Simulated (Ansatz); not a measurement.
YB$_{12}$ (space group Fm-3m, No. 225)

YB12 has the cubic space group Fm-3m (No. 225), Pearson symbol cF52. Conventional cell: a = 7.457 Å, b = 7.457 Å, c = 7.457 Å, α = 90.00°, β = 90.00°, γ = 90.00°. Y on 4a sees 24 B at 2.772 Å. B on 48i is coordinated by 5 B at 1.712–1.780 Å and 2 Y at 2.772 Å. (Neighbours: up to the widest gap in distance over summed covalent radii, below 1.35, at either atom; cation-cation and far metal-metal contacts left out.)
(The calculation used a cell of 13 atoms; values per cell refer to that cell.)

The values are results of DFT with PBEsol, PAW potentials and a 420 eV plane-wave cutoff in Ansatz (an electronic-structure program), no SOC, not measurements. Γ-centred 9×9×9 mesh, Fermi–Dirac width 0.05 eV.

- Volume per atom: 7.98 Å³
- Density: 3.50 g/cm³
- Band gap: zero
- Total energy: -433.114 eV/atom (σ→0; compares only within this code and set-up)

No phonon test of stability was made. The final runs are not spin-polarised. An odd electron count without spin: YB12.
